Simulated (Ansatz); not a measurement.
GaN: response to strain

The reference is GaN in the zinc blende structure (space group F-43m, No. 216; a = 4.455 Å). Axes: x, y, z lie along the cube axes.

Strains are applied to the cell and any free atomic positions relax.

Level of theory: LDA, PAW, 420 eV (Ansatz, an electronic-structure program; spin-orbit coupling left out).

Notes on the quantities. energy relative to the base: free energy F.

```tsv
uniaxial strain ε_zz (%)	energy relative to the base (meV/atom)
0	0.0
0.5	?
1	1.0
1.5	2.2
2.5	6.1
3	8.8
```

Problem. Fit ΔE = Aε² + Bε³ (ε in %) to the rows shown and predict the withheld row.

Solution. Least squares on the printed values gives A = 0.981 and B = -0.0011 meV/atom (largest residual 0.0 meV/atom); this predicts 0.2 meV/atom, and the run gives 0.2 meV/atom, in agreement.

Stability against distortions was not tested. This is not the structure that GaN has at room temperature and ambient pressure.
